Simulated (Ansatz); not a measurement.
Here is the system:

Host crystal: monoclinic ZrO2, with a band gap (PBE, scalar-relativistic without spin-orbit coupling).

End structure of C on a O site (surface) in a 2x1 cell of the 1x1 (100) surface of monoclinic ZrO2 (cut with top plane 2 O):

```yaml
crystal:
  lattice:
    - [10.48354, 0.00000, 0.00000]
    - [0.00000, 5.37884, 0.00000]
    - [0.00000, 0.00000, 29.00000]
  atoms:
    - { symbol: O, position: [0.09812, 0.87249, 0.33776] }
    - { symbol: O, position: [0.59812, 0.87249, 0.33776] }
    - { symbol: O, position: [0.15188, 0.37249, 0.33776] }
    - { symbol: O, position: [0.65188, 0.37249, 0.33776] }
    - { symbol: Zr, position: [0.03683, 0.16420, 0.37436] }
    - { symbol: Zr, position: [0.53664, 0.16438, 0.37441] }
    - { symbol: Zr, position: [0.21340, 0.66427, 0.37440] }
    - { symbol: Zr, position: [0.71318, 0.66424, 0.37436] }
    - { symbol: O, position: [0.37062, 0.90126, 0.40098] }
    - { symbol: O, position: [0.87052, 0.90089, 0.40058] }
    - { symbol: O, position: [0.37940, 0.40142, 0.40092] }
    - { symbol: O, position: [0.87957, 0.40096, 0.40055] }
    - { symbol: O, position: [0.12159, 0.43703, 0.42435] }
    - { symbol: O, position: [0.62124, 0.43772, 0.42444] }
    - { symbol: O, position: [0.12875, 0.93749, 0.42442] }
    - { symbol: O, position: [0.62850, 0.93705, 0.42433] }
    - { symbol: Zr, position: [0.27715, 0.17414, 0.45138] }
    - { symbol: Zr, position: [0.77690, 0.17259, 0.45095] }
    - { symbol: Zr, position: [0.47288, 0.67431, 0.45144] }
    - { symbol: Zr, position: [0.97317, 0.67271, 0.45092] }
    - { symbol: O, position: [0.33408, 0.50165, 0.48793] }
    - { symbol: O, position: [0.83445, 0.49890, 0.48748] }
    - { symbol: O, position: [0.41633, 0.00263, 0.48785] }
    - { symbol: O, position: [0.91573, 0.99896, 0.48751] }
    - { symbol: O, position: [0.08418, 0.67252, 0.51205] }
    - { symbol: O, position: [0.58395, 0.67529, 0.51305] }
    - { symbol: O, position: [0.16642, 0.17419, 0.51296] }
    - { symbol: O, position: [0.66585, 0.17281, 0.51192] }
    - { symbol: Zr, position: [0.02634, 0.99839, 0.54844] }
    - { symbol: Zr, position: [0.52571, 0.00283, 0.54955] }
    - { symbol: Zr, position: [0.22398, 0.50203, 0.54949] }
    - { symbol: Zr, position: [0.72367, 0.49879, 0.54832] }
    - { symbol: O, position: [0.37115, 0.74586, 0.57531] }
    - { symbol: O, position: [0.86955, 0.73508, 0.57578] }
    - { symbol: O, position: [0.37808, 0.24501, 0.57689] }
    - { symbol: O, position: [0.87989, 0.23510, 0.57582] }
    - { symbol: O, position: [0.12179, 0.27012, 0.60062] }
    - { symbol: O, position: [0.62286, 0.27056, 0.59801] }
    - { symbol: O, position: [0.12571, 0.76758, 0.59851] }
    - { symbol: O, position: [0.62738, 0.77436, 0.60117] }
    - { symbol: Zr, position: [0.27832, 0.00705, 0.62547] }
    - { symbol: Zr, position: [0.78696, 0.00940, 0.62613] }
    - { symbol: Zr, position: [0.47009, 0.51131, 0.62450] }
    - { symbol: Zr, position: [0.96273, 0.50861, 0.62604] }
    - { symbol: C, position: [0.36678, 0.27403, 0.67231] }
    - { symbol: O, position: [0.84613, 0.30251, 0.66239] }
    - { symbol: O, position: [0.37948, 0.76967, 0.66499] }
    - { symbol: O, position: [0.90334, 0.80216, 0.66229] }
```

Slab: 48 atoms, 9.4 Å thick at the start (thin: gaps and levels are the slab's own); k 2x4x1, smearing 0.01 eV, dipole-corrected; 4 atoms held, the rest relaxed; no symmetry held; no spin (no spin-polarised run to compare, though such a face may carry moments), no spin-orbit, no U. Its gap by band count is narrow, 0.08 eV on this mesh, and the smearing reaches across it.

Task: What formation energy against graphite, ½ O2(g) does PBE in Ansatz (a program for electronic structure) give?

Result: 8.98 eV

Task: Estimate the change of the step from the bottom to the top vacuum level, against the clean slab that PBE returns for this input.

Result: 0.49 eV
